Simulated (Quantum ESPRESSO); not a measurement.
# Convergence test for a (100) slab of Mg2Si3 (cut from a parent of space group no. 2; 20 atoms in the cell)

```
Mg2Si3
1.0
    5.88322     0.00000     0.00000
   -1.00000     7.23362     0.00000
    0.00000     0.00000    18.66950
Mg Si
8 12
Cartesian
  3.24765   5.29361   8.85030
  0.95306   0.04969   7.14021
  0.86161   4.42508   6.56560
  4.79613   2.16257   4.99999
  1.79061   4.04925  13.27530
  4.37924   6.03896  11.56510
  5.28779   3.18074  10.99049
  3.33910   0.91822   9.42500
  1.26638   2.87755   8.86230
  2.93432   2.46576   7.12830
  4.06294   4.51875   6.40149
  1.59480   2.06891   5.16410
  0.17937   5.32118   9.24459
  4.02133   0.02212   6.74591
 -0.19065   1.63320  13.28720
  1.47729   1.22140  11.55319
  2.60590   3.27440  10.82641
  0.13777   0.82455   9.58899
  4.60556   4.07684  13.66951
  1.56429   6.01138  11.17090
```

Computed with PBE, GBRV 1.5 ultrasoft (PBE) pseudopotentials (plane waves; Quantum ESPRESSO).

The starting cell comes from a database of computed structures (which also holds hypothetical and non-ambient phases and stackings), without a prior relaxation at this level. The slab is cut from that crystal, and its faces are unrelaxed. Spin polarisation is off, though cut faces can carry moments; the slab shows no gap. The two faces of this cut differ, and no dipole correction was used. In the base run, forces exceed 1 eV/Å. Without a gap this mesh is coarse (it stands for a supercell whose shortest in-plane vector is 18 Å).

Held fixed: ecutwfc = 40 Ry; ecutrho = 200 Ry; occupations = smearing; smearing = gauss; degauss = 0.019992 Ry; mixing_mode = local-TF; potentials = {Mg: mg_pbe_v1.4.uspp.F.UPF, Si: si_pbe_v1.uspp.F.UPF}; K_POINTS = automatic 3 3 1 0 0 0; conv_thr = 1e-11 Ry; mixing_beta = 0.5.

ΔF is the free energy per atom less that of the last row (28.0).

The series runs over vacuum between outermost atoms (Å) = 3.0; 4.0; 5.0; 6.0; 8.0; 10.0; 12.0; 15.0; 18.0; 22.0; 28.0.

Question: From which setting on does the energy stay within 1 meV/atom of the last one?

Answer: From vacuum between outermost atoms (Å) = 6.0 on; the one before it is off by 1.5 meV/atom.

| vacuum between outermost atoms (Å) | ΔF (meV/atom) | largest force (eV/Å) | plane waves | iterations |
|---|---|---|---|---|
| 3.0 | -32.4 | 1.296 | 14350 | 16 |
| 4.0 | -7.0 | 1.464 | 15554 | 16 |
| 5.0 | -1.52 | 1.516 | 16794 | 17 |
| 6.0 | -0.52 | 1.529 | 18008 | 16 |
| 8.0 | -0.20 | 1.536 | 20474 | 18 |
| 10.0 | -0.14 | 1.538 | 22958 | 19 |
| 12.0 | -0.10 | 1.540 | 25378 | 20 |
| 15.0 | -0.06 | 1.541 | 29047 | 21 |
| 18.0 | -0.04 | 1.542 | 32748 | 21 |
| 22.0 | -0.02 | 1.542 | 37649 | 21 |
| 28.0 | 0.00 | 1.543 | 45018 | 24 |

Left out of this page: 1 run of the series outside the window shown, repeating another row's setting, or not comparable.
